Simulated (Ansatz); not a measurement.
**Carrier doping in hypothetical R-3 C**

The reference is C (space group R-3, No. 148; a = 6.357 Å, c = 3.873 Å (hexagonal axes); a hypothetical phase, not in the database extracts checked).

Carriers are added at fixed cell with a uniform background; the Fermi–Dirac width is that of 300 K.

Calculations: DFT with PBE, PAW potentials and a 420 eV plane-wave cutoff in Ansatz (an electronic-structure program), without spin-orbit coupling.

Notes on the quantities. Fermi level from band edge: Fermi level relative to the doped band's edge (positive inside the band; to 0.05 eV).

```tsv
electron density (10^21 cm⁻³)	Fermi level from band edge (eV)
2	0.35
3	0.45
10	?
20	1.00
```

Problem. Fit E_F = C n^s, fitted as a line in log–log form (a parabolic band gives s = 2/3) to the rows shown and predict the withheld row.

Solution. Least squares on the printed values gives C = 0.27 eV, s = 0.44 (largest residual 0.02 eV); this predicts 0.74 eV, and the run gives 0.80 eV, in agreement.

Carriers are added with a uniform compensating background; total energy and stress of such cells depend on the potential's zero and are not compared; many-body gap narrowing is missing at this level. Whether these cells are dynamically stable was not tested.
